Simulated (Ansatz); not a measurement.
A computed series for hypothetical P-3m1 In2O3: pressure series

Take In2O3 (space group P-3m1, No. 164; a hypothetical phase, not in the database extracts checked) as the base.

```cif
data_In2O3
_chemical_formula_sum 'In2 O3'
_space_group_name_H-M_alt 'P-3m1'
_space_group_IT_number 164
_space_group_name_Hall '-P 3 2"'
_cell_length_a 3.41911
_cell_length_b 3.41911
_cell_length_c 6.09373
_cell_angle_alpha 90.000
_cell_angle_beta 90.000
_cell_angle_gamma 120.000
loop_
_atom_site_label
_atom_site_type_symbol
_atom_site_symmetry_multiplicity
_atom_site_Wyckoff_symbol
_atom_site_fract_x
_atom_site_fract_y
_atom_site_fract_z
_atom_site_occupancy
In1 In 2 d 0.66667 0.33333 0.23623 1
O1 O 2 d 0.33333 0.66667 0.34661 1
O2 O 1 a 0.00000 0.00000 0.00000 1
```

Cell and atoms are relaxed at each pressure.

Method: PBEsol (Ansatz, a first-principles code; PAW; 420 eV plane waves; no spin-orbit coupling).

Candidates:
(a) pressure 3 GPa
(b) pressure 0.3 GPa
(c) pressure 10 GPa
(d) pressure 0.7 GPa

Base values:

- c/a ratio = 1.782

Q: Order them by c/a ratio, lowest first.

A: (c) pressure 10 GPa (1.714), (a) pressure 3 GPa (1.754), (d) pressure 0.7 GPa (1.774), (b) pressure 0.3 GPa (1.779)

Load acts through the strain it causes; cell and atoms are relaxed under it. Stability against distortions was not tested. No other phases were tried under pressure. The base started in P3m1 and relaxed to P-3m1 at this level.
